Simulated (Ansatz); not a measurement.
Consider interstitial N in wurtzite AlN, charge state -1. The step: several atoms move together, N the farthest; the atom moves 1.82 Å along (-0.06, -0.43, -0.26) of the unit cell; the moving atom starts with neighbours Al at 1.83, 2 Al at 1.87; N at 1.50 Å and ends with Al at 1.76, 2 Al at 2.02, Al at 2.04; N at 1.50 Å. DFT values are from Ansatz (plane-wave PAW, 420 eV unless said) in a cell of 72 host sites, spin-restricted, static, with no finite-size correction. The charge state is imposed; whether it is stable for some Fermi level was not computed. Sites that were not tried may lie lower. For the PBE band: the saddle point's order was not checked, and it lies on a symmetry element of the cell, where a band can be held.

```json
[
 {"Level": "CHGNet universal potential (has no charge state), its own band", "Forward barrier (eV)": "1.57", "Cost of the band or of the saddle's single point": "-"},
 {"Level": "PBE, the Γ point alone, band relaxed", "Forward barrier (eV)": "1.31", "Cost of the band or of the saddle's single point": "roughly 15 core-minutes"},
 {"Level": "PBE, a 2×2×2 k-point mesh shifted by half a step along c, same geometries", "Forward barrier (eV)": "1.38", "Cost of the band or of the saddle's single point": "very roughly 40 core-seconds"},
 {"Level": "r2SCAN at 500 eV, the Γ point alone, same geometries", "Forward barrier (eV)": "?", "Cost of the band or of the saddle's single point": "about 30 core-seconds (a rough figure)"}
]
```

**Question.** What belongs in the gaps?

**Answer.** 
- r2SCAN at 500 eV, the Γ point alone, same geometries, Forward barrier (eV): 1.34

At the Γ point alone and the same geometries, HSE06 less PBE is +0.22 eV for this barrier.

Ansatz is a quantum-chemistry and plane-wave program.
